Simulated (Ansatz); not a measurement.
**A self-consistent single point of HfSi (P6/mmm, 6 atoms in the cell) with Ansatz (a quantum-chemistry and plane-wave program)**

Method: LDA (PW92), default PAW files made with PBE (plane waves; Ansatz).

Input:

Ansatz 0.2 input:
```yaml
crystal:
  lattice:
    - [6.144925, 0.000000, 0.000000]
    - [-3.072463, 5.321661, 0.000000]
    - [0.000000, 0.000000, 4.958427]
  atoms:
    - { symbol: Hf, position_ang: [3.072462, 0.000000, 0.000000] }
    - { symbol: Hf, position_ang: [1.536231, 2.660830, 0.000000] }
    - { symbol: Hf, position_ang: [-1.536231, 2.660830, 0.000000] }
    - { symbol: Si, position_ang: [0.000000, 0.000000, 0.000000] }
    - { symbol: Si, position_ang: [-0.000003, 3.547776, 2.479214] }
    - { symbol: Si, position_ang: [3.072465, 1.773885, 2.479214] }
basis:
  ecutwfc: 30.9 Ry
kpoints:
  mp_grid: { grid: [5, 5, 6] }
hamiltonian:
  xc: lda
  pseudopotentials: { kind: paw }
scf:
  occupations: { method: methfessel_paxton, width: 0.0147 Ry }
output:
  forces: true
  eigenvalues: true
  stress: true
```

Output, abridged:

```
WARN the atoms were moved onto the symmetric positions of the space group found under crystal.symmetry.tolerance 1.0e-5 (fractional …
WARN ansatz: RAYON_NUM_THREADS=1 ignored (pool sized by the plan → 1); use --threads N
Pseudopotentials: kind: paw
Pseudopotential: Hf, paw, valence charge 26
Pseudopotential: Si, paw, valence charge 4
Crystal: 6 atoms, lattice volume = 162.147 Å³
Basis set: ecut = 420.4159175005146 eV, 3179 PW (Γ)
Bands: 54, of which v1, the nominal top of the filled ones, is band 45 counted from 1 (44 counted from 0)
Symmetry: 24 space group operations
Space group: P6/mmm (ITA 191), of the structure as read, at distance tolerance 5.5e-5 Å
k-points: 20 of 150
PAW frozen core: Hf, regenerated for the run's functional, and the local potential with it
PAW frozen core: Si, regenerated for the run's functional, and the local potential with it
Initial density: superposition of atomic densities (neutral atoms: chi_scale 0, normalization atom), corrected by the library's trained network
Initial wavefunctions: pseudopotential atomic-orbital guess
Eigensolver: davidson
Functional: x = slater, c = lda
SCF iter   1: F=—  HF=-48254.055196 eV  |F-HF|=—  |Δ(HF+E_count)|=         —  Δρ=4.72e-3  dr2=3.62e-2  ethr=1.77e-3  ⟨swp⟩=5.4  Hψ=3581  notcnv=0
all-band conjugate gradients solve this SCF's bands
preconditioner: auto → LDOS
SCF iter   2: F=—  HF=-48254.051081 eV  |F-HF|=—  |Δ(HF+E_count)|=   4.12e-3  S|Δr|=    0.00e0  Δρ=1.74e-3  dr2=2.83e-3  ethr=4.02e-5  ⟨swp⟩=2.1  Hψ=2126  notcnv=0
SCF iter   3: F=—  HF=-48254.051376 eV  |F-HF|=—  |Δ(HF+E_count)|=   2.95e-4  S|Δr|=    0.00e0  Δρ=1.18e-3  dr2=2.71e-3  ethr=3.14e-6  ⟨swp⟩=2.0  Hψ=1962  notcnv=0
SCF iter   4: F=—  HF=-48254.048765 eV  |F-HF|=—  |Δ(HF+E_count)|=   2.61e-3  S|Δr|=    0.00e0  Δρ=1.89e-4  dr2=5.72e-5  ethr=3.01e-6  ⟨swp⟩=2.0  Hψ=1949  notcnv=0
SCF iter   5: F=—  HF=-48254.048853 eV  |F-HF|=—  |Δ(HF+E_count)|=   8.76e-5  S|Δr|=    0.00e0  Δρ=4.03e-5  dr2=2.44e-6  ethr=6.36e-8  ⟨swp⟩=2.0  Hψ=1930  notcnv=0
SCF iter   6: F=-48254.048853 eV  HF=-48254.048853 eV  |F-HF|=3.94e-8  |Δ(HF+E_count)|=   4.15e-7  S|Δr|=    0.00e0  Δρ=6.78e-6  dr2=9.54e-8  ethr=1.11e-10  ⟨swp⟩=8.8  Hψ=5490  notcnv=0
SCF 1 converged in 6 iterations: F = -48254.048853 eV  dr2 = 9.54e-8
SCF converged after 6 iterations
Stability not checked (fill_not_monotonic)
Free energy (F): -48254.048853 eV
Harris-Foulkes:  -48254.048853 eV  (|F-HF|=3.94e-8)
Internal energy: -48254.043146 eV  (E = F + TS)
E sigma→0 (E₀):  -48254.047426 eV
Entropy (-TS):   -0.005706 eV (-0.951 meV/atom)
Fermi energy:    9.262438 eV
Step filling:    the computed levels leave a gap of 0.0145 eV = 0.1 smearing widths
--- Per-component energies (eV) ---
  E_band       = -672.859147
  E_kinetic    = 1365.802662
  E_local      = -23415.788462  (includes V_loc(G=0)·N_el)
  E_nonlocal   = -3624.270491
  E_hartree    = 10838.536029
  E_xc         = -1043.195160
  E_vxc        = -923.314441  (∫ρ·V_xc dr)
  E_paw        = -21508.461156  (= ΣΔE_a)
  E_vpaw       = 4247.679607  (= ΣTr[D̂ρ^β])
  E_aug_tail   = 0.000014  (compensation charges beyond the density's cutoff)
  E_ewald      = -10874.291301
  E_core_change = 7.624720  (= ΣΔE_core)
  E_smearing   = -0.005706  (= −TS)
  E_closure    = -0.000000  (closes the sum)
  Σ components = -48254.048853   (vs F -48254.048853, Δ=0.00e0)
--- Forces (eV/Å), atoms counted from 1 ---
  atom   1  Hf    -0.00000000     0.00000000    -0.00000000
   [... zero for the other atoms too ...]
  max |Σ_I F_I| component: 1.85e-17 eV/Å
--- Stress (GPa, compression-positive) ---
      -16.768360      -0.000000      -0.000000
       -0.000000     -16.768360      -0.000000
       -0.000000      -0.000000     -19.673409
  P = ⅓ Tr σ = -17.7367 GPa (-177.367 kbar)
  The stress holds the Pulay correction. Without it, at fixed plane waves, as pw.x and ABINIT print it: P = -17.7613 GPa
--- Band table (eV; the first three rows and the last of 20) ---
  k-point 0: bands = ["-52.8598", "-52.8154", "-52.8154", "-21.8201", "-21.6145", "-21.6145", "-21.5872", "-21.4949", "-21.4949", "-21.2666", "-21.0982", "-21.0982", "-2.9090", "-2.9088", "-2.9088", "-2.9016", "-2.9016", "-2.8984", "-2.8962", [...]
  k-point 1: bands = ["-52.8598", "-52.8153", "-52.8153", "-21.8199", "-21.6144", "-21.6144", "-21.5882", "-21.4955", "-21.4955", "-21.2666", "-21.0982", "-21.0982", "-2.9094", "-2.9087", "-2.9087", "-2.9018", "-2.9018", "-2.8976", "-2.8961", [...]
  k-point 2: bands = ["-52.8598", "-52.8153", "-52.8153", "-21.8195", "-21.6143", "-21.6143", "-21.5902", "-21.4966", "-21.4966", "-21.2666", "-21.0981", "-21.0981", "-2.9102", "-2.9084", "-2.9084", "-2.9020", "-2.9020", "-2.8960", "-2.8959", [...]
  k-point 19: bands = ["-52.8422", "-52.8330", "-52.8153", "-21.6349", "-21.5541", "-21.5347", "-21.5145", "-21.4973", "-21.4938", "-21.3954", "-21.3402", "-21.1585", "-2.9080", "-2.9066", "-2.9045", "-2.9028", "-2.9007", "-2.9006", "-2.8841", [...]
```

The run converged in 6 iterations.

The starting cell was generated: these elements placed on a structure prototype, without a prior relaxation; it need not be a known phase or ordering of this composition. Spin-orbit coupling is off. With a pressure of about -18 GPa the cell is away from its equilibrium volume at this level. Ansatz's pressure includes its estimate of the finite-basis (Pulay) stress.
